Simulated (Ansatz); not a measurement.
Consider CsPbCl3 in the cubic perovskite structure (space group Pm-3m, No. 221; a = 5.619 Å).

All numbers come from PBEsol/PAW in Ansatz (a quantum-chemistry and plane-wave program), no spin-orbit coupling.

For the base:

The pressure is 0.00 GPa.

Now apply this change: the cell is scaled by 1.0300 in all directions; the atoms relax in the strained cell.

**Question.** Estimate the effect on the mean gap deformation potential ΔEg/Δln V, energy relative to the base and pressure.

**Answer.** The mean gap deformation potential ΔEg/Δln V is +3.9 eV; the energy goes up by 20 meV/atom; the pressure goes from zero to -1.80 GPa.

With Pb present, leaving out spin-orbit coupling can change the band edges. No phonon test of stability was made. Many cubic perovskites are stable only at high temperature; tilts and polar distortions were not tested. This is not the structure that CsPbCl3 has at room temperature and ambient pressure.
